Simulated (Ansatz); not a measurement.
**Pt3Ga (Pm-3m, No. 221, 4 atoms in the cell; start mp-11407)**

Method: r²SCAN (plane waves, PAW; Ansatz, an electronic-structure program).

Run with plane-wave cutoff 560 eV, 14×14×14 k mesh, Fermi–Dirac smearing 0.05 eV, scalar-relativistic PAW data made under PBE.

Cell (relaxed at this level):

```cif
data_GaPt3
_chemical_formula_sum 'Ga1 Pt3'
_space_group_name_H-M_alt 'P 1'
_space_group_IT_number 1
_cell_length_a 3.90790
_cell_length_b 3.90790
_cell_length_c 3.90790
_cell_angle_alpha 90.000
_cell_angle_beta 90.000
_cell_angle_gamma 90.000
loop_
_space_group_symop_operation_xyz
  'x, y, z'
loop_
_atom_site_label
_atom_site_type_symbol
_atom_site_fract_x
_atom_site_fract_y
_atom_site_fract_z
_atom_site_occupancy
Ga1 Ga 0.00000 0.00000 0.00000 1
Pt1 Pt 0.00000 0.50000 0.50000 1
Pt2 Pt 0.50000 0.00000 0.50000 1
Pt3 Pt 0.50000 0.50000 0.00000 1
```

```yaml
band_gap: none
bulk modulus B0: 240 GPa
```

Note: the relaxation could not lower the start's symmetry, so the cell can be a saddle point above a distorted one; the bulk modulus is −V dP/dV from two relaxed cells at ±2 % in volume.

Spin–orbit coupling is not included.

The computed numbers hold no vibrational or temperature effects.

A start named mp-… is a Materials Project structure, which need not be a measured phase.
